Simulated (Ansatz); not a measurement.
Al: uniaxial strain ε_xx = +5.77 %

Take Al in the fcc (Cu type) structure (space group Fm-3m, No. 225; a = 3.994 Å; relaxed with 0.1 eV smearing) as the base. Axes: x, y, z lie along the cube axes.

Now apply this change: the cell is stretched by 5.77 % along x with no lateral relaxation; the atoms relax in the strained cell.

Computed with plane-wave PAW DFT at the r2SCAN level (Ansatz, a quantum-chemistry and plane-wave program, 500 eV), without spin-orbit coupling. Settings: 28×28×28 k-points, 0.1 eV Fermi–Dirac smearing.

```tsv
quantity	base	changed	shift
volume per atom	15.92 Å³	16.84 Å³	+0.92 Å³
space group	Fm-3m (No. 225)	I4/mmm (No. 139)	–
shortest interatomic distance	2.824 Å	2.824 Å	0.000 Å
energy relative to the base (free energy F)	0 meV/atom	+20 meV/atom	+20 meV/atom
pressure (mean of the normal stresses, compression positive)	0.0 GPa	-4.3 GPa	-4.3 GPa
band gap	zero	zero	–
stress (xx, yy, zz, yz, xz, xy; compression positive)	–	(-6.5, -3.2, -3.2, 0.0, 0.0, 0.0) GPa	–
```

Stability against distortions was not tested.
